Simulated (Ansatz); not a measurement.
# WO3 (Pbcm, No. 57, 16 atoms in the cell; start mp-2486616; a measured phase of this formula has another space group)

All values below come from PBEsol (Ansatz, a quantum-chemistry and plane-wave program, PAW).

Settings: plane-wave cutoff 520 eV, 10×6×6 k mesh (along the axes of the cell as run), Fermi–Dirac smearing 0.01 eV, no spin polarisation, scalar-relativistic PAW data made under PBE.

Cell (relaxed at this level):

```
WO3
1.0
    3.88624     0.00000     0.00000
    0.00000     7.65601     0.00000
    0.00000     0.00000     7.47629
W O
4 12
Cartesian
  3.66741   7.44769   5.60722
  0.21884   0.20832   1.86907
  3.66741   4.03632   1.86907
  0.21884   3.61969   5.60722
  3.86255   5.81513   1.86907
  0.02369   1.84089   5.60722
  3.86255   5.66889   5.60722
  0.02369   1.98712   1.86907
  1.98544   0.08957   1.86907
  1.90081   7.56644   5.60722
  1.98544   3.73844   5.60722
  1.90081   3.91757   1.86907
  0.00000   0.00000   3.73814
  0.00000   0.00000   0.00000
  0.00000   3.82801   3.73814
  0.00000   3.82801   0.00000
```

```yaml
band_gap: 1.19 eV (on the SCF k mesh)
```

Note: the relaxation could not lower the start's symmetry, so the cell can be a saddle point above a distorted one.

Spin–orbit coupling is not included.

Computed values are for the static lattice.

A start named mp-… is a Materials Project structure, which need not be a measured phase.
